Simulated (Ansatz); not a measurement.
## Nb: transverse stress against strain

Nb (bcc, Im-3m, 17.530 Å³/atom at rest, cube axes along x, y and z) under a strain ε along a cube axis (axis z), the other axes held. PBEsol in Ansatz, a plane-wave DFT program (PAW, default set), 420 eV, 28×28×28 Γ-centred mesh, Fermi-Dirac smearing 0.10 eV; ions are relaxed within the symmetry of each cell. Stress is positive for a compressed cell.

Here s stands for strain and y for stress xx.

| strain (%) | stress xx (GPa) |
|---|---|
| -3.00 | ? |
| -1.50 | 2.21 |
| -1.00 | 1.45 |
| -0.50 | 0.71 |
| 0.00 | 0.00 |
| 0.50 | -0.69 |
| 1.00 | -1.36 |
| 1.50 | -2.00 |

**Question.** Fit y against s with a straight line, and predict the withheld value at s = -3.00.

**Answer.** Means: s 0, y 0.046. About the means, the sum of products is -9.8250 and the sum of squares of s is 7.0000; the slope is their ratio. Least squares gives y = 0.046 - 1.4036·s. Residuals (row less fit): 0.059, 0.000, -0.038, -0.046, -0.034, -0.002, 0.059; standard error 0.048 (degrees of freedom: 5). The slope gives the elastic constant C12 = 140 ± 1.8 GPa. At the withheld row, y = 0.046 - 1.4036 × (-3.0) = 4.257 GPa. The calculation gives 4.66 GPa, 0.403 GPa above the prediction (6.1 % of the range of y in the table). The row lies outside the fitted rows, so this is an extrapolation. From the scatter of the fitted rows alone, a prediction at this place has a standard error of 0.075 GPa, so the miss is 5.4 times that.

One order more, fitted to all 13 runs of the series, follows each within 0.01, so the miss is the next term of a smooth law. In a metal these values are sensitive to mesh and smearing; energies are taken to zero smearing, stresses follow the free energy. Rows are the converged runs of the series near zero and its far end; series whose fitted rows scatter by over a few per cent of the range, as at a crossing or softening among them, aren't shown in this form. Most that stay on the fit to the last digits aren't either.
